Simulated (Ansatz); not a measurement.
Consider HfO₂ (space group P4_2/nmc, No. 137; a = 3.6048 Å, c = 5.2650 Å). Axes: x, y, z lie along a, b, c of the conventional cell.

Calculations: Ansatz (a program for electronic structure) PBE, without spin-orbit coupling, earlier PAW set.

It is then changed as follows: the cell is stretched by 1.92 % along z with no lateral relaxation; the atoms relax in the strained cell.

Q: Predict the stress tensor and what it implies for the stiffness.

A: Stress of the strained cell less that of the base (GPa, compression positive):
```
  -1.05    0.00    0.00
   0.00   -1.05    0.00
   0.00    0.00   -4.51
```

Then −Δσ_ii/ε with ε = 0.0192 gives secant stiffness values (nonlinear terms included at this strain): C33 ≈ 235 GPa, C13 ≈ 55 GPa and C23 ≈ 55 GPa.

Whether these cells are dynamically stable was not tested. This is not the structure that HfO2 has at room temperature and ambient pressure.
